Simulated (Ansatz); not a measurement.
Bi₂Te₃ (model structure, from the A-La2O3 type, P-3m1, No. 164), treated with r²SCAN0 (plane waves, PAW; Ansatz, a quantum-chemistry and plane-wave program).

The input as run:

Ansatz 0.2 input:
```yaml
crystal:
  lattice:
    - [4.3507337537, -0.0000002479, 0.0]
    - [-2.1753666622, 3.7678460797, 0.0]
    - [0.0, 0.0, 10.553203556]
  atoms:
    - { symbol: Bi, position: [0.3333333333, 0.6666666667, 0.1920671997] }
    - { symbol: Bi, position: [0.6666666667, 0.3333333333, 0.8079328003] }
    - { symbol: Te, position: [0.0, 0.0, 0.0] }
    - { symbol: Te, position: [0.3333333333, 0.6666666667, 0.6439421163] }
    - { symbol: Te, position: [0.6666666667, 0.3333333333, 0.3560578837] }
basis:
  ecutwfc: 520
  ecutrho_ratio: 4
  xc_grid: 3
kpoints:
  mp_grid: { grid: [6, 6, 2] }
hamiltonian:
  xc: r2scan0
  dispersion: none
  pseudopotentials: { kind: paw }
scf:
  occupations: { method: fermi_dirac, width: 0.01 }
  convergence: { dr2_threshold: 0.0000000005 }
output:
  forces: true
  stress: true
  eigenvalues: true
```

Excerpt of the program's output:

```
WARN output.stress: scf.exx.energy_threshold = 1e-6 eV is looser than the 5e-8 eV advised for a stress under a hybrid functional (1e-8 eV for each atom of the …
Crystal: 5 atoms, lattice volume = 172.998 Å³
Basis set: ecut = 520 eV, 4569 PW (Γ), exchange–correlation on 108×108×240 points (27 copies of the dense FFT grid, shifted against one another)
Bands: 47, of which v1, the nominal top of the filled ones, is band 39 counted from 1 (38 counted from 0)
Symmetry: 12 space group operations
Space group: P-3m1 (ITA 164), of the structure as read, at distance tolerance 5.6e-5 Å
k-points: 14 of 72
Functional: x = r2scan, c = r2scan; τ floored in thin density (d = 2e-4 eV/Å³), warm-up for x = 0.75 r2scan + 0.25 exact, c = r2scan; τ floored in thin density (d = 2e-4 eV/Å³)
SCF iter   1: F=—  HF=-45807.835945 eV  |F-HF|=—  |Δ(HF+E_count)|=         —  Δρ=2.97e-3  dr2=1.52e-2  dr2_τ=5.50e-3
SCF iter   2: F=—  HF=-45807.860515 eV  |F-HF|=—  |Δ(HF+E_count)|=   2.46e-2  Δρ=1.63e-3  dr2=1.58e-2  dr2_τ=1.88e-4
  ...
Crystal: 5 atoms, lattice volume = 172.998 Å³
Initial density: handed on by an earlier stage of this run
Functional: x = 0.75 r2scan + 0.25 exact, c = r2scan; τ floored in thin density (d = 2e-4 eV/Å³)
Crystal: 5 atoms, lattice volume = 172.998 Å³
SCF iter   8: F=—  HF=-45802.671977 eV  |F-HF|=—  |Δ(HF+E_count)|=   3.81e-9  Δρ=1.09e-6  dr2=2.95e-8  dr2_τ=4.21e-11
SCF iter   9: F=-45802.671977 eV  HF=-45802.671977 eV  |F-HF|=2.91e-11  |Δ(HF+E_count)|=   3.99e-9  Δρ=1.18e-7  dr2=3.33e-11  dr2_τ=3.35e-13
SCF 3 converged in 9 iterations: F = -45802.671977 eV  dr2 = 3.33e-11
Free energy (F): -45802.671977 eV
Internal energy: -45802.671977 eV  (E = F + TS)
E sigma→0 (E₀):  -45802.671977 eV
Fermi energy:    9.093337 eV
--- Forces (eV/Å), atoms counted from 1 ---
  atom   1  Bi    -0.00000000    -0.00000000     0.22296317
  atom   2  Bi     0.00000000     0.00000000    -0.22296317
  atom   3  Te     0.00000000     0.00000000     0.00000000
  atom   4  Te    -0.00000000    -0.00000000     0.30820718
  atom   5  Te     0.00000000     0.00000000    -0.30820718
--- Stress (GPa, compression-positive) ---
        0.593595       0.000000      -0.000000
        0.000000       0.593595       0.000000
       -0.000000       0.000000       0.811829
  P = ⅓ Tr σ = 0.6663 GPa (6.663 kbar)
```

The PAW data were made under PBE.

Note: the cell keeps the symmetry of its start, so it can be a saddle point. Note: cell and atoms aren't relaxed at this level (largest force 0.31 eV/Å, pressure 0.7 GPa).

It cost roughly 6 core-minutes of CPU time.

A model structure was made by putting elements into a prototype or built by hand; it is no filed structure, need not be a known phase, and can be a saddle point held by its symmetry.
